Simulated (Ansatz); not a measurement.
The cell is built on a prototype and need not be the phase stable at ambient conditions.

By PBEsol, the system below comes out a metal.

The ballistic (Sharvin) conductance counts the channels at the Fermi level: G/A = (e²/h) × channels of both spins per area.

Here is the system:

```yaml
crystal:
  lattice:
    - [4.24578, 0.00000, 0.00000]
    - [-2.12289, 3.67696, 0.00000]
    - [0.00000, 0.00000, 2.58902]
  atoms:
    - { symbol: Mo, position: [0.00000, 0.00000, 0.00000] }
    - { symbol: Si, position: [0.33333, 0.66667, 0.50000] }
    - { symbol: Si, position: [0.66667, 0.33333, 0.50000] }
```

Space group of this cell: P6/mmm. The cell was relaxed by PBE-D3(BJ); by PBEsol its mean pressure is 1.8 GPa.

The current flows along the normal of the first two printed cell vectors. No spin-orbit coupling; the value is a mean over 0.1 eV about the Fermi level.

Problem. Give the ballistic conductance per area that Ansatz (an electronic-structure program) with PBEsol yields.

Solution. 1.2 × 10¹⁵ S/m² for both spins.
